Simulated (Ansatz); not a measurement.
The reference is SiO2 (space group P4_12_12, No. 92).

SiO2 is taken in the tetragonal space group P4₁2₁2 (No. 92), Pearson symbol tP12. Cell: a = b = 5.083 Å, c = 7.098 Å, α = β = γ = 90.00°. Si on 4a is coordinated by 4 O at 1.625 Å (tetrahedral). O on 8b has 2 Si at 1.625 Å (bent). (Neighbours: up to the widest gap in distance over summed covalent radii, below 1.35, at either atom.)

Computed with PBE, PAW, 420 eV (Ansatz, a first-principles code; without spin-orbit coupling), earlier PAW set.

Before the change:

| Quantity | Value |
|---|---|
| Volume per atom | 15.28 Å³ |
| c/a ratio | 1.396 |
| Valence-band top at Γ | 0.00, -0.25, -0.25 eV |
| Width of the top valence band | 0.64 eV |
| Hole mass | 1.7 mₑ along c, 1.9 mₑ across (at Γ) |

Perturbation: cell and atoms relaxed at a pressure of 7.5 GPa.

Task: What does the calculation give for the volume per atom, c/a ratio, valence-band top at Γ, width of the top valence band and hole mass after the change?

Result: The volume per atom falls by 3.635 Å³ (15.28 Å³ → 11.65 Å³); the c/a ratio falls by 0.054, from 1.396 to 1.342; the valence-band top at Γ (three highest levels, from the VBM) changes from 0.00, -0.25, -0.25 eV to 0.00, -0.72, -0.72 eV; the width of the top valence band drops by 0.12 eV, from 0.64 eV to 0.52 eV; the hole mass goes from 1.7 mₑ along c, 1.9 mₑ across (at Γ) to 2.0 mₑ along c, 1.6 mₑ across (at Γ).

Load acts through the strain it causes; cell and atoms are relaxed under it. Masses are band curvatures over ±0.01 Å⁻¹ around the edge. Whether these cells are dynamically stable was not tested. Competing high-pressure phases were not computed.
